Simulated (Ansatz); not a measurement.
Base system: WSe2 in the 2H-MoS2 type structure (space group P6_3/mmc, No. 194; a = 3.231 Å, c = 12.411 Å; layered, stacked along the Cartesian z axis).

Perturbation: a free-standing slab of 3 layers (9 atoms, 3 a layer) is cut normal to the stacking axis, with 15 Å of vacuum and the in-plane cell relaxed.

Levels (all Ansatz, a first-principles code, PAW): PBEsol-D3(BJ) (420 eV, scalar-relativistic without spin-orbit coupling); r2SCAN (500 eV, no spin-orbit coupling); HSE06 (420 eV, scalar-relativistic without spin-orbit coupling).

One geometry, relaxed with PBEsol-D3(BJ), under each level:

```tsv
level	band gap	lowest conduction level above the VBM at special points
PBEsol-D3(BJ)	0.90 eV	K 1.48 eV; M 2.30 eV; Γ 2.72 eV
r2SCAN	1.09 eV	K 1.59 eV; M 2.43 eV; Γ 2.84 eV
HSE06	1.39 eV	K 1.96 eV; M 2.93 eV; Γ 3.34 eV
```

Single points use the geometry relaxed with PBEsol-D3(BJ). The hybrid gap comes from the SCF mesh plus the semilocal run's edge points and a few special points and is an upper bound. Spin-orbit coupling, missing from the scalar runs, can matter with W. Stability against distortions was not tested. Labels are those of the standard path for the cell's own space group.
